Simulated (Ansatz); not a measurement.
# BaZrO3 (I4/mcm, No. 140, 10 atoms in the cell; start mp-1019544; a measured phase of this formula has another space group)

These are r²SCAN+SOC (Ansatz, a first-principles code, plane waves, PAW) values and carry that method's errors.

Run with plane-wave cutoff 560 eV, 8×8×8 k mesh, Fermi–Dirac smearing 0.01 eV, PAW data made under PBE.

Cell (relaxed with PBEsol):

```
CELL_PARAMETERS angstrom
     -2.94881     2.94881     4.18986
      2.94881    -2.94881     4.18986
      2.94881     2.94881    -4.18986
ATOMIC_POSITIONS crystal
  Ba 0.75000 0.25000 0.50000
  Ba 0.25000 0.75000 0.50000
  Zr 0.00000 0.00000 0.00000
  Zr 0.50000 0.50000 0.00000
  O  0.75000 0.75000 0.00000
  O  0.25000 0.25000 0.00000
  O  0.22638 0.72638 0.95275
  O  0.77362 0.27362 0.04725
  O  0.72638 0.77362 0.50000
  O  0.27362 0.22638 0.50000
```

```
Item                           Result
--------  ---------------------------
band gap  3.83 eV (on the SCF k mesh)
```

Note: cell and atoms aren't relaxed at this level (largest force component 0.03 eV/Å, pressure 3.0 GPa).

Computed values are for the static lattice.

The result took about 9 core-minutes (a rough figure).

A start named mp-… is a Materials Project structure, which need not be a measured phase.
